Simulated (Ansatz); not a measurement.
A periodic model of amorphous In₂₄O₃₉W:

```xyz
64
Lattice="9.7520 -0.0665 -0.1239 -0.0665 9.4421 0.0712 -0.1239 0.0712 9.7350" Properties=species:S:1:pos:R:3 pbc="T T T"
In     6.1274     9.0101     5.9584
In     8.2182     8.0568     1.7779
In     4.9909     1.6697     8.3587
In     0.0360     0.1897     4.7929
In     3.6324     1.5016     5.2773
In     6.1727     1.0786     1.8108
In     9.0565     8.0167     7.6852
In     7.4210     4.5707     7.8445
In     5.8307     7.5683     9.3448
In     2.1472     7.8130     0.4425
In     1.6002     7.0284     3.6469
In     2.5149     1.1848     1.8673
In     6.7135     2.5376     4.6378
In     0.5871     3.3504     4.3799
In     2.8567     8.0911     6.9686
In     7.3505     4.6313     1.5975
In     4.1935     4.2205     2.4898
In     8.0679     6.2144     4.9212
In     1.1338     5.3556     6.9391
In     3.9160     5.1653     8.8006
In     1.6490     1.9888     8.1205
In     4.7808     7.8923     3.3605
In     8.4715     1.4139     9.1221
In     4.7914     5.3044     5.5014
O      0.3361     2.8693     9.5563
O      3.5978     3.1996     8.2233
O      6.0320     0.5218     3.8182
O      3.7455     7.3915     9.0629
O      6.0094     8.2456     1.6358
O      4.3002     3.4152     4.4807
O      8.8243     5.8824     6.9902
O      3.6518     6.0198     3.6269
O      1.2176     7.4323     8.2154
O      8.7518     1.9280     4.5672
O      1.8864     1.5860     3.9598
O      5.2640     5.1620     0.9345
O      5.6138     1.6838     6.2223
O      6.3227     3.1502     2.6066
O      5.7903     5.8522     7.9462
O      4.4307     1.4881     0.8243
O      1.6176     0.3959     0.1824
O      8.7748     4.8433     0.0661
O      3.1036     0.7643     7.2522
O      3.1953     5.9092     6.7166
O      6.8780     4.4206     5.6441
O      6.8896     2.7842     8.8081
O      1.2004     3.3013     6.4447
O      8.1698     8.3433     5.7397
O      9.5240     0.6965     7.5079
O      5.9901     6.9884     4.9613
O      4.0486     8.7939     5.2986
O      1.7097     4.9935     9.1106
O      7.7893     6.2322     2.8249
O      6.0281     9.2735     8.1257
O      7.9829     7.6727     9.4652
O      1.2731     6.1487     1.5870
O      2.3364     3.4630     1.7250
O      2.9179     8.4863     2.4139
O      0.0801     8.4820     3.0943
O      9.5758     3.8039     2.2936
O      8.1418     0.7585     1.2828
O      1.2949     8.1264     5.5024
O      0.4794     5.4824     4.7580
W      0.7862     4.3935     0.8650
```

Method: PBE, scalar-relativistic without spin-orbit coupling (plane waves to 420 eV, PAW; Ansatz, a quantum-chemistry and plane-wave program).

The cell was made by melting and quenching with the CHGNet potential and then relaxed with DFT. O atoms were pushed apart under 1.9 Å during the dynamics, to hinder bonds among them. The hot cell started wider than the set density and was brought back towards it in steps. It is the lowest in DFT energy of 2 quenches. It is a model cell: composition and starting density were chosen by hand, and all elements were melted together. No dispersion term was used. Its density started from a set value of 6.53 and ended at 6.60 g/cm³. The quench (nominally 280 K/ps over its main leg) was far faster than any real one, so the model tends to hold more defects than a real film. A cell of this size samples the disorder only roughly. Volume and shape were free in the relaxation.

Cut-offs for bonds: In-In 3.12 Å, In-O 2.62 Å, In-W 3.08 Å, O-O 1.58 Å, O-W 2.51 Å, W-W 3.04 Å. Two cations that share two anions don't count as bonded, nor two that share one unless they lie closer than In-In 3.04 Å, In-W 3.00 Å, W-W 2.95 Å.

**Question.** Give the coordination numbers, mean bond lengths and angles.

**Answer.** 
- Mean coordination of In by anions: 5.38 (1 with 4, 13 with 5, 10 with 6)
- Mean coordination of O: 3.46 (21 with 3, 18 with 4)
- Mean coordination of W by anions: 6.00 (1 with 6)
- Mean In-O bond: 2.197 Å (spread 0.097 Å, 129 counted)
- Mean O-W bond: 1.942 Å (spread 0.037 Å, 6 counted)
- Bond angle at In: mean 105.2°, spread 29.0°
- Bond angle at O: mean 112.1°, spread 15.8°
- Bond angle at W: mean 106.2°, spread 32.5°

**Question.** List the pairs of like atoms that count as bonded by the rules above.

**Answer.** There are none by these rules.
